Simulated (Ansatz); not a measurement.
Base system: TiO2 in the anatase structure (space group I4_1/amd, No. 141; a = 3.7698 Å, c = 9.5518 Å). Axes: x, y, z lie along a, b, c of the conventional cell.

Now apply this change: tensile biaxial strain of 1.94 % in the plane normal to [001], as in epitaxy on a mismatched substrate; the out-of-plane cell vector and the atoms relax.

Levels (all Ansatz, a program for electronic structure, PAW): PBEsol (420 eV, scalar-relativistic without spin-orbit coupling); r2SCAN (500 eV, without spin-orbit coupling); HSE06 (420 eV, spin-orbit coupling left out).

At the geometry relaxed with PBEsol, these levels gave the following band gaps, in shuffled order: (a) 2.36 eV, (b) 3.46 eV, (c) 1.94 eV.

Q: Match each gap to its level.

A: (a) r2SCAN; (b) HSE06; (c) PBEsol.

Single points use the geometry relaxed with PBEsol. HSE06 was sampled on its mesh, a few special points and the semilocal edge points, so its gap is an upper bound. Whether these cells are dynamically stable was not tested. All final runs are without spin polarisation.
